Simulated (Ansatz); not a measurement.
An Ansatz (a first-principles code) input (Ansatz r2SCAN, without spin-orbit coupling, earlier PAW set):

Ansatz 0.2 input:
```yaml
crystal:
  lattice:
    - [-1.575615604, 1.5267715203, 1.5267715203]
    - [1.575615604, -1.6244596877, 1.6244596877]
    - [1.575615604, 1.6244596877, -1.6244596877]
  atoms:
    - { symbol: Mo, position: [0, 0, 0] }
basis: { ecutwfc: 500, ecutrho_ratio: 4, xc_grid: 4, fft_grid_basis: typed }
kpoints: { mp_grid: { grid: [29, 29, 29] } }
hamiltonian:
  xc: r2scan
  dispersion: none
  pseudopotentials: { azcp: { folder: ./paw }, kind: paw }
scf: { occupations: { method: fermi_dirac, width: 0.1 }, convergence: { dr2_threshold: 0.0000000001 } }
relax: { f_tol: 0.005, max_steps: 50 }
output: { forces: true, stress: true }
checkpoint: { write: state.ck, write_every: 1000 }
```

### Question
Which symmetry and how many k-points will the program report, and about how many plane waves at Γ?

### Answer
Space group Fmmm (ITA 69) with 8 operations, k-points 3375 of 24389, and 395 plane waves at Γ.

### Question
And the final pressure?

### Answer
0.75 GPa (compression positive).

The cells carry an imposed strain or load. Stability against distortions was not tested. All final runs are without spin polarisation. The cell was made from Mo in the bcc (W type) structure (space group Im-3m, No. 229) by this change: tensor shear ε_yz = −3.10 %.
